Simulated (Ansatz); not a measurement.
Reference: HgF₂ (Fm-3m), PBEsol, rigid bands (plane waves, PAW, scalar-relativistic; Ansatz, a first-principles code); axes and stresses refer to this cell.

```yaml
crystal:
  lattice:
    - [0.00000, 2.76951, 2.76951]
    - [2.76951, 0.00000, 2.76951]
    - [2.76951, 2.76951, 0.00000]
  atoms:
    - { symbol: Hg, position: [0.00000, 0.00000, 0.00000] }
    - { symbol: F, position: [0.75000, 0.75000, 0.75000] }
    - { symbol: F, position: [0.25000, 0.25000, 0.25000] }
```

* **Seebeck coefficient, n-type 1e19 cm⁻³**: -146 μV/K
* **hole conductivity mass**: 3.6 mₑ
* **electron conductivity mass**: 0.28 mₑ

Problem. Change: functional r2SCAN on the same cell. What happens to Seebeck coefficient, n-type 1e19 cm⁻³, hole conductivity mass, electron conductivity mass?

Solution. Seebeck coefficient, n-type 1e19 cm⁻³ rises in size to -162 μV/K; hole conductivity mass rises to 3.9 mₑ; electron conductivity mass rises to 0.32 mₑ.

Masses are for dilute carriers at 300 K, harmonic means over directions unless an axis is named. Seebeck coefficients are for the stated density at 300 K, with one relaxation time for all states and whether or not that doping can be reached. Spin-orbit coupling is left out unless a row names it; without it the gap and masses of crystals with these elements can be far off. 

Formula and space group known from diffraction (Crystallography Open Database), not checked to be the room-temperature form: HgF2 (Fm-3m).
